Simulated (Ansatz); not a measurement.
Consider Ta in the bcc (W type) structure (space group Im-3m, No. 229; a = 3.282 Å). Axes: x, y, z lie along the cube axes.

Computed with Ansatz (an electronic-structure program) PBEsol, no spin-orbit coupling.

Before the change:

* **Pressure**: 0.0 GPa
* **Shortest interatomic distance**: 2.842 Å

The change: biaxial strain −4.13 %, plane normal [110], relaxed out of plane (Cartesian); in-plane vectors clamped, the third vector and the atoms free.

Question: How does this affect the energy relative to the base, pressure and shortest interatomic distance?

Answer: The energy grows by 63 meV/atom; the pressure (mean of the normal stresses, compression positive) goes from zero to 9.1 GPa; the shortest interatomic distance falls by 0.117 Å to 2.725 Å.

Without a gap, meshes like the base's 20×20×20 leave anisotropic stresses uncertain by several tenths of a GPa, and small strain energies with them. Whether these cells are dynamically stable was not tested. The final runs are not spin-polarised.
